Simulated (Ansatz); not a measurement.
The parent structure is WSi$_{2}$ (space group I4/mmm, No. 139; relaxed with 0.1 eV smearing).

```
WSi2
1.0
   -1.61445     1.61445     3.93487
    1.61445    -1.61445     3.93487
    1.61445     1.61445    -3.93487
Si W
2 1
Cartesian
  0.00000   0.00000   5.23716
  0.00000   0.00000   2.63258
  0.00000   0.00000   0.00000
```

Cartesian axes are those of the cell as printed.

All numbers come from PBE (Ansatz, an electronic-structure program, PAW, no SOC).

Before the change:

| Property | Value |
|---|---|
| Pressure | 0.0 GPa |

One thing is altered: uniaxial strain ε_zz = −2.00 %, all other strain components held at zero; the atoms relax in the strained cell.

### Question
How does this affect the pressure?

### Answer
The pressure (mean of the normal stresses, compression positive) goes from zero to 5.1 GPa.

### Question
Predict the new energy relative to the base.

### Answer
The energy grows by 9.5 meV/atom.

Stability against distortions was not tested. The final runs are not spin-polarised.
